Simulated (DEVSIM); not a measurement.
System: Schottky contact on n-type ZnO, at 300 K.

Layer 1 from the left is ZnO, thickness (μm) 0.380, Nd (cm⁻³) 4.4e16, τn (s) 1.6e-9, τp (s) 1.6e-9.

Left contact: Schottky, work function 5.55 eV, emission velocity 5.1e6 cm/s. Right contact: ohmic. Voltage is applied to the left contact. Recombination: SRH at mid-gap. Mobility is constant in doping.

Constants are typed, rounded textbook-type inputs, not results; the design itself was drawn at random and stands for no fabricated device. Values at 300 K.

ZnO: gap (eV) 3.37, affinity (eV) 4.5, permittivity 8.7, Nc (cm⁻³) 3.7e18, Nv (cm⁻³) 1.8e19, μn (cm²/Vs) 200, μp (cm²/Vs) 20.

Simulated with DEVSIM: 1D drift-diffusion, Boltzmann statistics, complete ionisation; no tunnelling, impact ionisation, image-force lowering or self-heating. Metal contacts follow the ideal Schottky-Mott rule: no Fermi-level pinning, no interface dipoles.

Dark forward current:

```tsv
|V| (V)	|J| (A/cm²)
0.05	3.403e-11
0.10	2.680e-10
0.15	1.877e-9
0.20	1.293e-8
0.25	8.885e-8
0.30	6.098e-7
0.35	4.180e-6
0.40	2.862e-5
0.45	0.0001956
0.50	0.001334
0.55	0.009076
0.60	0.06148
0.65	0.4139
0.70	2.754
0.75	17.79
0.80	104.2
0.85	454.7
0.90	1259
0.95	2441
```

Problem. Work out the local ideality factor n = ΔV / (kT/q · ln(J2/J1)) between the rows 0.15 and 0.20 V, 0.90 and 0.95 V.

Solution. kT/q = 25.85 mV. From 0.15 to 0.20 V: ln(1.293e-8/1.877e-9) = 1.930, n = 1.00, near the 1 of diffusion or emission over a barrier. From 0.90 to 0.95 V: ln(2441/1259) = 0.662, n = 2.92; the layers' resistance at their doping, Σ W/(qμN) = 2.7e-5 Ω cm², would take 32 mV of this step of 50 mV.

Problem. Estimate the current at 0.45 V for emission alone, J0 = q v N_band exp(−φB/kT), and read the barrier back from the simulated current.

Solution. φB = 1.050 eV, N_band = 3.70e18 cm⁻³, J0 = 6.92e-12 A/cm²; J = J0 (exp(qV/kT) − 1) = 0.000251 A/cm². The simulation gives 0.000196 A/cm²; the estimate lies 28 % above. Read backwards, the simulated current gives an apparent barrier of 1.056 eV. The estimate leaves out transport through the depletion region and minority injection.
